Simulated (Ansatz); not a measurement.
System: C11b WSi₂. Method: r²SCAN+rVV10 in Ansatz (plane waves, PAW).

Run with plane-wave cutoff 560 eV, 24×24×24 k mesh, Fermi–Dirac smearing 0.05 eV, no spin polarisation, scalar-relativistic PAW data made under PBE.

Computed at the level's own relaxed cell.

### Question
What does this level give for the lattice parameter c, pressure derivative B′ of the bulk modulus, equilibrium lattice constant a and equilibrium volume per atom?

### Answer

* **lattice parameter c**: 7.796 Å
* **pressure derivative B′ of the bulk modulus**: 4.4
* **equilibrium lattice constant a**: 3.206 Å
* **equilibrium volume per atom**: 13.35 Å³/atom

The run finds no gap.

Measured, for comparison: lattice parameter c 7.831 Å, lattice constant a 3.214 Å (temperature not stated, not corrected to a static lattice; as tabulated in Pavlosiuk et al. (2022), arXiv:2202.05362). Computed (rounded) less measured: lattice parameter c -0.4 %, lattice constant a -0.2 %. A static lattice is as a rule a little smaller and stiffer than an uncorrected measurement, which narrows the difference in the lattice parameter c and would widen misses of the other sign.

Note: the bulk modulus comes from volumes at which shape and atoms were relaxed.

Spin–orbit coupling is not included.

Static lattice: no zero-point or thermal effects.

Cost on a shared machine: around 30 core-minutes (rough).

Ansatz is a first-principles code.
